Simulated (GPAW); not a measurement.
A user runs GPAW on ScCo2 (Fd-3m, 6 atoms in the cell) and asks whether the run is sound. The aim is a self-consistent single point with DFT LDA (Perdew-Wang 92), plane waves, GPAW PAW datasets LDA (gpaw-data 1.0.1).

Cell that was meant: a = 4.8757 Å, b = 4.8757 Å, c = 4.8757 Å, α = 60.00°, β = 60.00°, γ = 60.00°.

Part of the input:

```python
            nbands=-14,
            convergence={'forces': 0.001},
            symmetry={'symmorphic': False, 'tolerance': 0.0005},
            charge=1,
            maxiter=100)

atoms.calc = calc
```

The program printed (abridged):

```
Input parameters:
  charge: 1
  convergence: {forces: 0.001}
  kpts: [5 5 5]
  maxiter: 100
  mode: {ecut: 800,
         name: pw}
   [... lines left out ...]
   5 Co     2.585730    2.585730    0.861910    ( 0.0000,  0.0000,  3.0000)

Unit cell:
           periodic     x           y           z      points  spacing
  1. axis:    yes    0.000000    3.447640    3.447640    32     0.1244
  2. axis:    yes    3.447640    0.000000    3.447640    32     0.1244
  3. axis:    yes    3.447640    3.447640    0.000000    32     0.1244

  Lengths:   4.875699   4.875699   4.875699
  Angles:   60.000000  60.000000  60.000000

Effective grid spacing dv^(1/3) = 0.1357
     iter     time        total  log10-change:         magmom
                         energy   eigst   dens  force
iter:   1 --:--:--   -62.903212                          +14.0262
iter:   2 --:--:--   -61.804557   -0.27  -1.19           +7.3468
iter:   3 --:--:--   -59.692130   -0.40  -1.33           +3.8487
iter:   4 --:--:--   -62.444966   -0.83  -1.50           +4.0977
iter:   5 --:--:--   -60.014353   -1.62  -1.31           +3.6641
iter:   6 --:--:--   -59.299517   -1.13  -1.55           +3.3321
iter:   7 --:--:--   -59.104071   -2.48  -1.79           +3.4129
   [... lines left out ...]
iter:  21 --:--:--   -59.118599c  -4.91  -3.10           +3.8546
iter:  22 --:--:--   -59.118588c  -5.50  -3.55           +3.8558
iter:  23 --:--:--   -59.118634c  -6.21  -3.56           +3.8575
iter:  24 --:--:--   -59.118735c  -5.91  -3.64           +3.8646
iter:  25 --:--:--   -59.118744c  -6.53  -4.02c          +3.8644
iter:  26 --:--:--   -59.118755c  -7.40c -4.22c          +3.8656
iter:  27 --:--:--   -59.118782c  -7.39  -4.27c          +3.8680
iter:  28 --:--:--   -59.118795c  -7.29  -4.47c          +3.8694
iter:  29 --:--:--   -59.118812c  -7.57c -4.54c -16.38c   +3.8713
Converged after 29 iterations.

Dipole moment: (-18.366574, -18.366574, -18.366574) |e|*Ang

Total magnetic moment: (0.000000, 0.000000, 3.871310)
Local magnetic moments:
   0 Sc ( 0.000000,  0.000000, -0.179977)
   1 Sc ( 0.000000,  0.000000, -0.179977)
   2 Co ( 0.000000,  0.000000,  1.147540)
   3 Co ( 0.000000,  0.000000,  1.147540)
   4 Co ( 0.000000,  0.000000,  1.147540)
   5 Co ( 0.000000,  0.000000,  1.147540)

Energy contributions relative to reference atoms: (reference = -192836.323241)

Kinetic:        -26.198151
Potential:       +7.276254
External:        +0.000000
XC:             -40.100899
Entropy (-ST):   -0.271062
Local:           +0.039515
SIC:             +0.000000
--------------------------
Free energy:    -59.254343
Extrapolated:   -59.118812

   [... lines left out ...]
Fermi level: 8.63475
No gap
   [... lines left out ...]
  1 Sc    0.00000    0.00000    0.00000
  2 Co    0.00000    0.00000    0.00000
  3 Co   -0.00000    0.00000   -0.00000
  4 Co    0.00000   -0.00000    0.00000
  5 Co    0.00000    0.00000    0.00000

Stress tensor:
     0.219505     0.000000     0.000000
     0.000000     0.219505     0.000000
     0.000000     0.000000     0.219505
Stress (GPa, Voigt): [35.1687 35.1687 35.1687  0.      0.      0.    ]
```

**Question.** Is this run sound? If not, what is wrong?

**Answer.** The run is not sound. The fault is an unintended net charge. A charged periodic cell changes the electron count and is neutralised by a uniform background, so energy, forces and pressure belong to another system. To fix it, remove the charge. The run converged in 29 iterations without an error; against the sound input the pressure goes from -13.30 to -35.17 GPa and the size of the net moment goes from 0.45 to 0.65 μB/atom.

An input that runs soundly differs in these lines (not the only fix; some lines may just follow from the change or write a value another way):
```diff
-            charge=1,
```

With that input, the run converged in 50 iterations: free energy E − TS (from the program's reference atoms) -50.5409 eV; Fermi level (on the code's own zero) 8.79 eV; pressure -13.30 GPa; size of the cell's spin moment 2.70 μB; site moments (μB, in the program's spheres or projections) Sc -0.14, Sc -0.14, Co 0.81, Co 0.81, Co 0.81, Co 0.81 (DFT LDA (Perdew-Wang 92), plane waves, GPAW PAW datasets LDA (gpaw-data 1.0.1)).

On the sound input: the starting cell comes from a database of computed structures (which also holds hypothetical and non-ambient phases and stackings), without a prior relaxation at this level. The magnetic order is the one reached from the typed start; others were not searched systematically. With a pressure of about -13 GPa the cell is away from its equilibrium volume at this level.
